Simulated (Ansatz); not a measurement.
Response to strain in BAs

Base system: BAs in the zinc blende structure (space group F-43m, No. 216; a = 4.768 Å). Axes: x, y, z lie along the cube axes.

Strains are applied to the cell and any free atomic positions relax.

Computed with Ansatz (a program for electronic structure) PBEsol, no SOC.

Notes on the quantities. pressure: mean of the normal stresses, compression positive; energy relative to the base: free energy F.

| variant | smallest direct gap | gap character | pressure | energy relative to the base |
|---|---|---|---|---|
| base | 3.25 eV | – | 0.00 GPa | 0 meV/atom |
| uniaxial strain ε_xx = −3.52 % | 2.92 eV | indirect, Γ → Γ–M (78 % along) | 5.39 GPa | +15 meV/atom |
| uniaxial strain ε_xx = +4.37 % | 2.98 eV | indirect, Γ → Γ–X (82 % along) | -5.50 GPa | +22 meV/atom |
| uniaxial strain ε_yy = +2.08 % | 3.12 eV | indirect, Γ → Γ–X (82 % along) | -2.77 GPa | +5.0 meV/atom |
| uniaxial strain ε_zz = −2.72 % | 3.00 eV | indirect, Γ → Γ–M (78 % along) | 4.09 GPa | +8.9 meV/atom |
| uniaxial strain ε_zz = +4.86 % | 2.95 eV | indirect, Γ → Γ–X (82 % along) | -6.04 GPa | +27 meV/atom |

Whether these cells are dynamically stable was not tested. Labels are those of the standard path for the cell's own space group.
